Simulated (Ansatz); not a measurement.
Seebeck coefficient (μV/K, mean over directions) of p-type GaP (F-43m) against carrier density, PBE with spin-orbit coupling, rigid bands (Ansatz, a program for electronic structure). Computed gap 1.55 eV; densities at which minority carriers matter at this gap, or further valleys turn the trend, are left out. Conductivity mass 0.49 mₑ (harmonic mean over directions), N_v = 2.3e19 cm⁻³ at 300 K.

```json
[
 {"hole density": "1e16 cm⁻³", "300 K": "910", "500 K": "994"},
 {"hole density": "1e17 cm⁻³", "300 K": "712", "500 K": "795"},
 {"hole density": "1e18 cm⁻³", "300 K": "514", "500 K": "597"},
 {"hole density": "3e18 cm⁻³", "300 K": "420", "500 K": "[?]"},
 {"hole density": "1e19 cm⁻³", "300 K": "320", "500 K": "400"},
 {"hole density": "3e19 cm⁻³", "300 K": "235", "500 K": "[?]"},
 {"hole density": "1e20 cm⁻³", "300 K": "[?]", "500 K": "214"},
 {"hole density": "3e20 cm⁻³", "300 K": "92", "500 K": "137"},
 {"hole density": "1e21 cm⁻³", "300 K": "43", "500 K": "71"}
]
```

Problem. What belongs in the gaps?

Solution. 
- 3e18 cm⁻³, 500 K: 503
- 3e19 cm⁻³, 500 K: 309
- 1e20 cm⁻³, 300 K: 154

Rigid bands with a gap fixed in temperature, one relaxation time for all states, no polarons or phonon drag, and whether or not such doping can be reached. Geometry: cell and atoms relaxed with PBEsol.
